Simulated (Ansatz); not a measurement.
Band structure of LiPd₇ (Fm-3m, 8 atoms in the cell).

```yaml
crystal:
  lattice:
    - [0.00000, 3.88572, 3.88572]
    - [3.88572, 0.00000, 3.88572]
    - [3.88572, 3.88572, 0.00000]
  atoms:
    - { symbol: Li, position: [0.00000, 0.00000, 0.00000] }
    - { symbol: Pd, position: [0.50000, 0.50000, 0.50000], spin: 1.0 }
    - { symbol: Pd, position: [0.00000, 0.00000, 0.50000], spin: 1.0 }
    - { symbol: Pd, position: [0.50000, 0.50000, 0.00000], spin: 1.0 }
    - { symbol: Pd, position: [0.50000, 0.00000, 0.00000], spin: 1.0 }
    - { symbol: Pd, position: [0.00000, 0.50000, 0.50000], spin: 1.0 }
    - { symbol: Pd, position: [0.00000, 0.50000, 0.00000], spin: 1.0 }
    - { symbol: Pd, position: [0.50000, 0.00000, 0.50000], spin: 1.0 }
```
(The spins are starting values, not results.)

Level of theory: PBEsol, PAW files made with PBE (plane waves; Ansatz, a program for electronic structure).

Settings: basis.ecutwfc = 420 eV; kpoints.mp_grid.grid = 5 5 5; hamiltonian.xc = pbesol; hamiltonian.pseudopotentials = {kind: paw} (the program's default PAW files); magnetization.spin_polarized = true; scf.occupations.method = fermi_dirac; scf.occupations.width = 0.136 eV; kpoints.band_path.npoints = 8.

The starting cell comes from a database of computed structures (which also holds hypothetical and non-ambient phases and stackings), without a prior relaxation at this level. The starting moments vanished: the run ended non-magnetic. The program warned that a starting moment was not kept.

Levels in eV from the Fermi level, bands 62 to 69 of the first spin channel:
```csv
point,62,63,64,65,66,67,68,69
Γ,0.05,0.32,0.32,0.32,0.84,0.84,0.84,0.92
X,-1.28,-1.16,-1.12,-0.62,0.32,1.54,2.22,2.28
W,-1.07,-0.49,-0.32,-0.16,0.05,0.05,0.42,4.77
K,-0.86,-0.83,-0.76,-0.57,-0.01,0.15,2.04,2.39
L,-1.05,0.01,0.01,0.08,0.12,3.00,3.28,3.28
U,-0.86,-0.83,-0.76,-0.57,-0.01,0.15,2.04,2.39
```

Bands cross the Fermi level along this path, so the cell is metallic at this level.

The net moment of the cell came out as 0.00 μB.

Keys are those of Ansatz 0.2.
